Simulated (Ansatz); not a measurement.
Take Al in the fcc (Cu type) structure (space group Fm-3m, No. 225; relaxed with 0.1 eV smearing) as the base.

```xyz
1
Lattice="0.0000 2.0077 2.0077 2.0077 0.0000 2.0077 2.0077 2.0077 0.0000" Properties=species:S:1:pos:R:3 pbc="T T T"
Al     0.0000     0.0000     0.0000
```

Cartesian axes are those of the cell as printed.

Method: Ansatz (an electronic-structure program) PBEsol, scalar-relativistic without spin-orbit coupling.

For the base:

Pressure: 0.0 GPa
Volume per atom: 16.19 Å³

One thing is altered: biaxial strain −1.67 %, plane normal [111], relaxed out of plane (Cartesian); in-plane vectors clamped, the third vector and the atoms free.

### Question
How does this affect the energy relative to the base, pressure and volume per atom?

### Answer
The energy goes up by 3.8 meV/atom; the pressure (mean of the normal stresses, compression positive) goes from zero to 1.6 GPa; the volume per atom falls by 0.283 Å³ (16.19 Å³ → 15.90 Å³).

Whether these cells are dynamically stable was not tested.
